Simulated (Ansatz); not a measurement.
**CsCl-type MgO (model structure) (like a known high-pressure phase)**

Method: LDA in Ansatz (plane waves, PAW).

Settings: plane-wave cutoff 500 eV, 16×16×16 k mesh, Fermi–Dirac smearing 0.05 eV, scalar-relativistic PAW data made under PBE.

Cell (relaxed at this level):

```cif
data_MgO
_chemical_formula_sum 'Mg1 O1'
_space_group_name_H-M_alt 'P 1'
_space_group_IT_number 1
_cell_length_a 2.59900
_cell_length_b 2.59900
_cell_length_c 2.59900
_cell_angle_alpha 90.000
_cell_angle_beta 90.000
_cell_angle_gamma 90.000
loop_
_space_group_symop_operation_xyz
  'x, y, z'
loop_
_atom_site_label
_atom_site_type_symbol
_atom_site_fract_x
_atom_site_fract_y
_atom_site_fract_z
_atom_site_occupancy
Mg1 Mg 0.00000 0.00000 0.00000 1
O1 O 0.50000 0.50000 0.50000 1
```

```yaml
band_gap: 2.84 eV (on the SCF k mesh)
```

Static lattice: no zero-point or thermal effects.

The result took about 8 core-seconds (a rough figure).

A model structure was made by putting elements into a prototype or built by hand; it is no filed structure, need not be a known phase, and can be a saddle point held by its symmetry.

Ansatz is an electronic-structure program.
